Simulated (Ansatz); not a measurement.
# GaAs (model structure, within 0.1 Å of P6₂22, No. 180, 6 atoms in the cell)

Calculation: r²SCAN in Ansatz (PAW).

Run with plane-wave cutoff 560 eV, 18×18×6 k mesh (along the axes of the cell as run), Fermi–Dirac smearing 0.05 eV, scalar-relativistic PAW data made under PBE.

Cell (relaxed at this level):

Space group P6₂22 (No. 180); a = b = 4.0234 Å, c = 8.8594 Å, α = β = 90.00°, γ = 120.00°

```csv
atom,site,symmetry,x,y,z
Ga,3d,222,0.5000,0.0000,0.5000
As,3c,222,0.5000,0.0000,0.0000
```

```yaml
band_gap: 0.03 eV (under three smearing widths, so not firm)
smallest_direct_gap_on_the_k_points_sampled: 0.25 eV
"Γ–Γ gap": 0.27 eV
```

Spin–orbit coupling is not included; it can close the smallest gap of 0.03 eV.

Computed values are for the static lattice.

A model structure was made by putting elements into a prototype or built by hand; it is no filed structure, need not be a known phase, and can be a saddle point held by its symmetry.

Ansatz is a quantum-chemistry and plane-wave program.
